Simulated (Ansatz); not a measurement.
## OsO2 in the rutile structure (space group P4_2/mnm, No. 136)

```cif
data_O4Os2
_chemical_formula_sum 'Os2 O4'
_space_group_name_H-M_alt 'P 1'
_space_group_IT_number 1
_cell_length_a 4.45503
_cell_length_b 4.45503
_cell_length_c 3.18047
_cell_angle_alpha 90.000
_cell_angle_beta 90.000
_cell_angle_gamma 90.000
loop_
_space_group_symop_operation_xyz
  'x, y, z'
loop_
_atom_site_label
_atom_site_type_symbol
_atom_site_fract_x
_atom_site_fract_y
_atom_site_fract_z
_atom_site_occupancy
Os1 Os 0.00000 0.00000 0.00000 1
Os2 Os 0.50000 0.50000 0.50000 1
O1 O 0.30878 0.30878 0.00000 1
O2 O 0.69122 0.69122 0.00000 1
O3 O 0.19122 0.80878 0.50000 1
O4 O 0.80878 0.19122 0.50000 1
```

Method: PBEsol in Ansatz (plane waves to 420 eV, PAW, without spin-orbit coupling). Γ-centred 11×11×15 mesh, Fermi–Dirac width 0.05 eV.

```yaml
volume_per_atom: 10.52 Å³
density: 11.69 g/cm³
band_gap: zero
total_energy: -4123.523 eV/atom (σ→0; compares only within this code and set-up)
```

No phonon test of stability was made. No Hubbard U is applied, and correlation can decide whether such a compound is a metal. The final runs are not spin-polarised.

Ansatz is an electronic-structure program.
